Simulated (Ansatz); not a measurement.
The reference is ZnS in the zinc blende structure (space group F-43m, No. 216; a = 5.3891 Å).

One thing is altered: an isotropic linear strain of +1.88 %, atoms relaxed at fixed cell.

Levels (all Ansatz, a program for electronic structure, PAW): r2SCAN (500 eV, no spin-orbit coupling); HSE06+SOC (420 eV, spin-orbit coupling included).

The geometry is relaxed with r2SCAN.

- r2SCAN valence-band top at Γ: 0.00, 0.00, 0.00 eV
- r2SCAN lowest conduction level above the VBM at special points: Γ 2.45 eV; L 3.71 eV; X 3.82 eV

With HSE06+SOC at the same geometry, the valence-band top at Γ (three highest Kramers pairs, from the VBM) goes from 0.00, 0.00, 0.00 eV to 0.00, 0.00, -0.08 eV; the lowest conduction level above the VBM at special points becomes Γ 3.08 eV; L 4.42 eV; X 4.45 eV (r2SCAN: Γ 2.45 eV; L 3.71 eV; X 3.82 eV). The threefold valence maximum splits by Δso ≈ 0.08 eV.

Single points use the geometry relaxed with r2SCAN. Differences between runs with and without spin-orbit coupling are approximate. The levels and masses belong to the bands next to the band gap. No phonon test of stability was made.
